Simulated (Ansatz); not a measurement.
# How the lattice parameter a of NbAs (model structure, from the WC type, P-6m2, No. 187) moves with the method

No measured value is used here.

```csv
level (code),value (Å)
LDA (Ansatz),3.361
PBE (Ansatz),3.425
PBE-D3(BJ) (Ansatz),3.369
```

LDA, PBE, PBE-D3(BJ): the run has no spin polarisation, so it can have missed a magnetic state. Ansatz's density-functional and Hartree–Fock values are scalar-relativistic unless marked +SOC, with PAW data made under PBE.

A model structure was made by putting elements into a prototype or built by hand; it is no filed structure, need not be a known phase, and can be a saddle point held by its symmetry.

Ansatz is a program for electronic structure.
